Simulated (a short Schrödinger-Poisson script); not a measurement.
## MOS inversion layer, SiO2 on p-type GaN

Stack: MOS inversion layer, SiO2 on p-type GaN, at 300 K.

| layer | material | thickness (nm) | Na (cm⁻³) |
|---|---|---|---|
| 1 | SiO2 | 3.8 | - |
| 2 | GaN | 1100 | 3.5e17 |

Constants are typed, rounded textbook-type inputs, not results; the design itself was drawn at random and stands for no fabricated device. SiO2: permittivity 3.9, conduction-band edge (eV) 3.2, gap (eV) 9, electron mass (mₑ) 0.5. GaN: permittivity 9.5, conduction-band edge (eV) 0, gap (eV) 3.43, Nv at 300 K (cm⁻³) 4.6e19.

Channel valleys (confinement mass, in-plane density-of-states mass, number): Γ 0.2, 0.2, 1. At the gate the conduction-band edge of layer 1 lies 3.8 eV − eVg above the Fermi level of the channel; the field vanishes at the back. Gaps are held at their typed values at every temperature. Mesh 0.03 nm at interfaces.

From a short Schrödinger-Poisson script (our own, NumPy): 1D Poisson equation in equilibrium, electrons quantum, Hartree plus LDA exchange-correlation (BenDaniel-Duke, 12 states a valley, the channel's in-plane mass for all, wave functions ending at the dielectric), parabolic valleys, classical holes, full ionisation, no traps, pinning or gate leakage.

```csv
Vg (V),electrons (cm⁻²),C (μF/cm²),Γ E0 (meV),Γ E1 (meV)
1.05,1.79e6,0.0792,362.1,520.2
1.2,3.40e8,0.0794,226.5,387.6
1.35,5.53e10,0.291,94.4,260.8
1.5,5.10e11,0.638,34.3,207.4
1.65,1.14e12,0.703,9.5,188.2
1.8,1.80e12,0.726,-6.8,176.9
1.95,2.49e12,0.737,-19.9,168.4
2.1,3.18e12,0.745,-31.2,161.5
2.25,3.88e12,0.750,-41.6,155.2
2.4,4.58e12,0.754,-51.4,149.5
2.55,5.28e12,0.757,-60.8,144.0
2.7,5.99e12,0.759,-69.9,138.6
2.85,6.70e12,0.761,-78.9,133.3
3,7.42e12,0.763,-87.7,128.1
3.15,8.13e12,0.765,-96.5,122.8
3.3,8.84e12,0.766,-105.1,117.6
3.45,9.56e12,0.768,-113.8,112.3
```

Gate voltages with under 1e6 electrons/cm² are left out.

Subbands count from the Fermi level.

In real p-type GaN the Mg acceptor is only partly ionised, and so wide a gap doesn't supply an inversion layer without source and drain.
